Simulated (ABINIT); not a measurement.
Input and output of a self-consistent single point for Sr (Fm-3m, 1 atom in the cell) (ABINIT).

Method of the run: PBEsol, norm-conserving pseudopotentials (PseudoDojo nc-sr-04 PBEsol standard) (plane waves; ABINIT 10.0.3).

```
CELL_PARAMETERS angstrom
      0.00000     2.96383     2.96383
      2.96383     0.00000     2.96383
      2.96383     2.96383     0.00000
ATOMIC_POSITIONS crystal
  Sr 0.00000 0.00000 0.00000
```

Reference input (self-consistent single point, DFT, PBE, plane waves, norm-conserving pseudopotentials (PseudoDojo nc-sr-05 PBE standard)): pseudos = [Sr.upf]; ecut = 68 Ry; occopt = 3; tsmear = 0.1 eV; ngkpt = 8 8 8; nshiftk = 1; shiftk = 0 0 0; potentials = PseudoDojo nc-sr-05 PBE standard; nband = 10; kptopt = 1; nstep = 60; tolvrs = 1e-12. This run's input differs from it in these lines:

```diff
@@ -1,2 +1,2 @@
-# Sr, PseudoDojo nc-sr-05 PBE standard
+# Sr, PseudoDojo nc-sr-04 PBEsol standard
 pp_dirpath "./"
```

Its files differ too (potentials: PseudoDojo nc-sr-05 PBE standard → PseudoDojo nc-sr-04 PBEsol standard).

Output, abridged:

```
--- !BeginCycle
solver: {iscf: 7, nstep: 60, nline: 4, wfoptalg: 0, }
tolerances: {tolvrs: 1.00E-12, }
...

     iter   Etot(hartree)      deltaE(h)  residm     vres2
 ETOT  1  -34.193448132451    -3.419E+01 7.358E-02 7.631E-01
 ETOT  2  -34.200617277547    -7.169E-03 3.472E-03 3.217E-02
 ETOT  3  -34.200618326547    -1.049E-06 8.323E-03 7.467E-04
 ETOT  4  -34.200618363853    -3.731E-08 3.576E-04 6.649E-05
 ETOT  5  -34.200618367327    -3.474E-09 4.578E-04 6.157E-07
 ETOT  6  -34.200618367366    -3.939E-11 4.011E-04 3.363E-09
 ETOT  7  -34.200618367366    -3.766E-13 6.695E-04 2.596E-10
 ETOT  8  -34.200618367367    -3.340E-13 3.912E-04 8.170E-12
 ETOT  9  -34.200618367368    -8.953E-13 4.845E-04 6.798E-14
 At SCF step    9       vres2   =  6.80E-14 < tolvrs=  1.00E-12 =>converged.

 Cartesian components of stress tensor (hartree/bohr^3)
  sigma(1 1)= -4.60097737E-07  sigma(3 2)=  0.00000000E+00
  sigma(2 2)= -4.60097737E-07  sigma(3 1)=  0.00000000E+00
  sigma(3 3)= -4.60097737E-07  sigma(2 1)=  0.00000000E+00

 ----iterations are completed or convergence reached----

 reduced coordinates (array xred) for    1 atoms
       0.000000000000      0.000000000000      0.000000000000
 cartesian forces (eV/Angstrom) at end:
    1     -0.00000000000000    -0.00000000000000    -0.00000000000000
 frms,max,avg= 0.0000000E+00 0.0000000E+00   0.000E+00  0.000E+00  0.000E+00 e/A
 length scales=  7.920770820500  7.920770820500  7.920770820500 bohr
              =  4.191491392673  4.191491392673  4.191491392673 angstroms
   [... lines left out ...]
 Fermi (or HOMO) energy (hartree) =   0.16305   Average Vxc (hartree)=  -0.28488
   [... lines left out ...]
total_energy        : -3.42006183673677E+01
total_energy_eV     : -9.30646154643809E+02
band_energy         : -5.18725526575734E+00
...

-Cartesian components of stress tensor (GPa)         [Pressure=  1.3537E-02 GPa]
- sigma(1 1)= -1.35365405E-02  sigma(3 2)=  0.00000000E+00
- sigma(2 2)= -1.35365405E-02  sigma(3 1)=  0.00000000E+00
- sigma(3 3)= -1.35365405E-02  sigma(2 1)=  0.00000000E+00

 Calculation completed.
```

The run converged in 9 iterations. Against the reference run the pressure goes from 0.70 to 0.01 GPa.

The starting cell comes from a database of computed structures (which also holds hypothetical and non-ambient phases and stackings), without a prior relaxation at this level. Its lattice was rescaled by a random factor within 2.5 % of one.

Cost on one core of a shared machine: roughly 30 s.
